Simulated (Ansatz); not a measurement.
The starting structures come from a database of crystals and need not be the phases stable at ambient conditions.

Tunnelling through a barrier is set by its complex band structure: the current falls as exp(−2κd) with the smallest κ.

Consider the following.

```xyz
2
Lattice="5.9277 0.0000 0.0000 -2.9639 5.1336 0.0000 2.9639 1.7112 2.4200" Properties=species:S:1:pos:R:3 pbc="T T T"
Tl     0.0000     0.0000     0.0000
I      0.0000     3.4224     1.2100
```

Space group of this cell: Pm-3m, CsCl type. The cell was relaxed by PBE-D3(BJ); by r2SCAN its mean pressure is 0.8 GPa.

Transport runs along the normal of the first two printed cell vectors, the (111) plane of the conventional cell.

No gap correction and no spin-orbit coupling; mid-gap values are interpolated between computed energies.

### Question
Predict the band gap and the smallest decay constant κ at mid-gap from Ansatz (a program for electronic structure) with r2SCAN.

### Answer
Gap 1.95 eV on a 12×12×12 mesh; κ = 0.171 1/Å, at (0.500, 0.000) of the in-plane reciprocal vectors. At the zone centre, at the nearest computed energy, the slowest state has κ = 0.18 1/Å.
